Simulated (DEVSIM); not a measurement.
InP/In0.53Ga0.47As n-p heterojunction

Structure: InP/In0.53Ga0.47As n-p heterojunction, at 300 K.

| layer (left to right) | material | thickness (μm) | Nd (cm⁻³) | Na (cm⁻³) | τn (s) | τp (s) |
|---|---|---|---|---|---|---|
| 1 | InP | 0.910 | 1.8e16 | - | 5.2e-9 | 5.2e-9 |
| 2 | In0.53Ga0.47As | 0.330 | - | 2.1e15 | 5.2e-9 | 5.2e-9 |

Left contact: ohmic. Right contact: ohmic. Voltage is applied to the left contact. Recombination: SRH at mid-gap. Mobility is μmin + (μ − μmin)/(1 + (N/Nref)^α).

Constants are typed, rounded textbook-type inputs, not results; the design itself was drawn at random and stands for no fabricated device. Values at 300 K.

```tsv
parameter	InP	In0.53Ga0.47As
gap (eV)	1.344	0.74
affinity (eV)	4.38	4.51
permittivity	12.5	13.9
Nc (cm⁻³)	5.7e17	2.1e17
Nv (cm⁻³)	1.1e19	7.7e18
μn (cm²/Vs)	5200	12000
μp (cm²/Vs)	170	300
μn,min	400	300
μp,min	10	10
Nref,n	3e17	1.3e17
Nref,p	4.9e17	4.9e17
αn	0.47	0.48
αp	0.62	0.4
```

DEVSIM, 1D drift-diffusion, Boltzmann statistics, complete ionisation; no tunnelling, impact ionisation, image-force lowering or self-heating. Band offsets follow the typed affinities; no thermionic-emission limit at abrupt steps, no polarisation charge.

| Quantity | Value |
|---|---|
| Potential step across the device at zero bias | 0.569 V |
| Largest field in the device at zero bias | 22000 V/cm |
| Dark forward voltage at 1 A/cm² | 0.150 V |
| Dark forward voltage at 100 A/cm² | 0.289 V |

Dark reverse current:

| V (V) | J (A/cm²) |
|---|---|
| 0.20 | 0.0073 |
| 0.50 | 0.010 |
| 1.00 | 0.015 |
| 1.50 | 0.020 |
| 2.00 | 0.024 |
| 3.00 | 0.031 |
| 4.00 | 0.038 |

Small-signal capacitance in reverse bias (quasi-static):

| V (V) | C (nF/cm²) |
|---|---|
| 0.2 | 29.2 |
| 0.5 | 26.2 |
| 1 | 23.7 |
| 1.5 | 21.9 |
| 2 | 20.4 |
| 3 | 18.2 |
| 4 | 16.5 |
